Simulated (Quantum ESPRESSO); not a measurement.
Worked example: self-consistent single point of Ag3As (P6_3/mmc, 8 atoms in the cell) in Quantum ESPRESSO.

Method: PBEsol, SSSP 1.1.2 efficiency (PBE) pseudopotentials (plane waves; Quantum ESPRESSO).

```xyz
8
Lattice="5.9400 0.0000 0.0000 -2.9700 5.1442 0.0000 0.0000 0.0000 4.8004" Properties=species:S:1:pos:R:3 pbc="T T T"
Ag     1.4845     0.8571     3.6003
Ag     1.4856     4.2872     1.2001
Ag     0.0000     1.7141     1.2001
Ag     2.9700     3.4301     3.6003
Ag     4.4556     0.8571     3.6003
Ag    -1.4856     4.2872     1.2001
As     2.9700     1.7147     1.2001
As     0.0000     3.4295     3.6003
```

Reference input (self-consistent single point, DFT, LDA (PZ), plane waves, GBRV 1.5 ultrasoft (LDA) pseudopotentials): ecutwfc = 40 Ry; ecutrho = 320 Ry; occupations = smearing; smearing = fd; degauss = 0.0073499 Ry; potentials = {Ag: ag_lda_v1.4.uspp.F.UPF, As: as_lda_v1.uspp.F.UPF}; K_POINTS = automatic 4 4 4 0 0 0; conv_thr = 1e-11 Ry. This run's input differs from it in these lines:

```diff
@@ -13,4 +13,4 @@
     ntyp = 2
-    ecutwfc = 40
-    ecutrho = 320
+    ecutwfc = 60
+    ecutrho = 480
     occupations = 'smearing'
@@ -18,2 +18,3 @@
     degauss = 0.0073499
+    input_dft = 'pbesol'
 /
@@ -23,4 +24,4 @@
 ATOMIC_SPECIES
-Ag   107.8682  ag_lda_v1.4.uspp.F.UPF
-As    74.9216  as_lda_v1.uspp.F.UPF
+Ag   107.8682  Ag_ONCV_PBE-1.0.oncvpsp.upf
+As    74.9216  As.pbe-n-rrkjus_psl.0.2.UPF
 ATOMIC_POSITIONS {angstrom}
```

Output (repeated stretches shortened):

```
     Self-consistent Calculation

     iteration #  1     ecut=    60.00 Ry     beta= 0.70

     Threshold (ethr) on eigenvalues was too large:
     Diagonalizing with lowered threshold

     total energy              =   -1758.45879983 Ry
     estimated scf accuracy    <       0.26673029 Ry

     iteration #  2     ecut=    60.00 Ry     beta= 0.70

     total energy              =   -1758.49736380 Ry
     estimated scf accuracy    <       0.50767876 Ry

     iteration #  3     ecut=    60.00 Ry     beta= 0.70

     total energy              =   -1758.59724689 Ry
     estimated scf accuracy    <       0.00806149 Ry

   [... 5 blocks of this kind left out ...]

     iteration #  9     ecut=    60.00 Ry     beta= 0.70

     total energy              =   -1758.59956820 Ry
     estimated scf accuracy    <          5.0E-10 Ry

     iteration # 10     ecut=    60.00 Ry     beta= 0.70
     End of self-consistent calculation

   [... 7 lines left out ...]

   [... 7 lines left out ...]

     the Fermi energy is    14.5483 ev

!    total energy              =   -1758.59956820 Ry
     estimated scf accuracy    <          2.6E-12 Ry
     smearing contrib. (-TS)   =      -0.00758848 Ry
     internal energy E=F+TS    =   -1758.59197972 Ry

     convergence has been achieved in  10 iterations

     Forces acting on atoms (cartesian axes, Ry/au):

     atom    1 type  1   force =    -0.00256415   -0.00148041   -0.00000000
     atom    2 type  1   force =     0.00256415    0.00148041    0.00000000
     atom    3 type  1   force =     0.00000000   -0.00296082    0.00000000
     atom    4 type  1   force =     0.00000000    0.00296082    0.00000000
     atom    5 type  1   force =     0.00256415   -0.00148041    0.00000000
   [... lines left out ...]

     Total force =     0.007253     Total SCF correction =     0.000017

          total   stress  (Ry/bohr**3)                   (kbar)     P=      -67.86
  -0.00045872   0.00000000   0.00000000          -67.48        0.00        0.00
   0.00000000  -0.00045872   0.00000000            0.00      -67.48        0.00
   0.00000000   0.00000000  -0.00046637            0.00        0.00      -68.61

   JOB DONE.
```

The run converged in 10 iterations. Against the reference run the pressure goes from -11.17 to -6.79 GPa and the largest force goes from 0.100 to 0.076 eV/Å.

The starting cell comes from a database of computed structures (which also holds hypothetical and non-ambient phases and stackings), without a prior relaxation at this level. With a pressure of about -7 GPa the cell is away from its equilibrium volume at this level. The run gives no clean gap (levels at the Fermi energy touch, overlap or are partly filled at this smearing), which alone does not show that the compound is a metal.

Cost on one core of a shared machine: roughly 2 min.
